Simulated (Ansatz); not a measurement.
N on the C site in diamond: one set of geometries, relaxed with HSE06, evaluated in Ansatz (PAW, plane waves to 420 eV, 500 eV under r2SCAN) with PBE, r2SCAN, HSE06.

Set-up: 64-site cell; lattice scaled to a tabulated measured volume, 5.67 Å³ a site; single-point (¼, ¼, ¼) k-points; start: the C site; charged states image-corrected; energies good to tenths of an eV; flagged in the runs: a host whose relaxation on this sampling wasn't shown to rest.

```json
[
 {"quantity": "host gap (eV)", "PBE": "4.08", "r2SCAN": "4.28", "HSE06": "5.17"},
 {"quantity": "ε(+1/0) above the VBM (eV)", "PBE": "2.78", "r2SCAN": "2.74", "HSE06": "3.33"},
 {"quantity": "ε(0/−1) above the VBM (eV)", "PBE": "3.71", "r2SCAN": "3.95", "HSE06": "4.41"},
 {"quantity": "neutral formation energy against graphite, N2 molecule (eV)", "PBE": "3.84", "r2SCAN": "3.77", "HSE06": "3.98"},
 {"quantity": "largest moment on one atom at charge 0 (μB)", "PBE": "0.28", "r2SCAN": "0.32", "HSE06": "0.31"}
]
```

PBE narrows the gap by 1.09 eV against HSE06, the highest level run, and puts the levels shown 0.63 eV lower above the valence-band maximum on average (from the rounded values).

Ansatz is an electronic-structure program.
